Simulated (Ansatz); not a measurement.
```
W
1.0
   -1.57138     1.57138     1.57138
    1.57138    -1.57138     1.57138
    1.57138     1.57138    -1.57138
W
1
Cartesian
  0.00000   0.00000   0.00000
```

No spin polarisation.

Calculations: DFT with PBE, PAW potentials and a 420 eV plane-wave cutoff in Ansatz (a program for electronic structure), no spin-orbit coupling. Settings: 20×20×20 k-points, 0.05 eV Fermi–Dirac smearing.

### Question
Predict the band gap, space group and pressure.

### Answer
The band gap is zero and the space group is Im-3m (No. 229). The pressure is 12.8 GPa.

The cells carry an imposed strain or load. Whether these cells are dynamically stable was not tested. All final runs are without spin polarisation. The cell was made from W in the bcc (W type) structure (space group Im-3m, No. 229) by this change: isotropic strain −1.28 %.
